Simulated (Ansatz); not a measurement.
Base system: BeTe in the zinc blende structure (space group F-43m, No. 216; a = 5.6569 Å). Axes: x, y, z lie along the cube axes.

The values are results of DFT with r2SCAN, PAW potentials and a 500 eV plane-wave cutoff in Ansatz (a quantum-chemistry and plane-wave program), scalar-relativistic without spin-orbit coupling, not measurements.

For the base:

| Property | Value |
|---|---|
| Band gap | 2.38 eV |
| Electron mass | 2.1 mₑ along k, 0.25 mₑ across (at X) |
| Valence-band top at Γ | 0.00, 0.00, 0.00 eV |

Perturbation: biaxial strain −3.68 %, plane normal [001], relaxed out of plane (Cartesian); in-plane vectors clamped, the third vector and the atoms free.

Problem. How does this affect the band gap?

Solution. The band gap drops by 0.41 eV to 1.97 eV.

Problem. Predict the new in-plane stress.

Solution. The mean in-plane stress (compression positive) amounts to +4.7 GPa.

Problem. How does this affect the electron mass?

Solution. The electron mass goes from 2.1 mₑ along k, 0.25 mₑ across (at X) to 1.8 mₑ along k, 0.25 mₑ across (at X).

Problem. Predict the new valence-band top at Γ.

Solution. The valence-band top at Γ (three highest levels, from the VBM) becomes 0.00, 0.00, -0.42 eV (base: 0.00, 0.00, 0.00 eV).

With Te present, leaving out spin-orbit coupling can change the band edges. Masses are band curvatures over ±0.01 Å⁻¹ around the edge. Along k means along the line from Γ to the band edge. Stability against distortions was not tested.
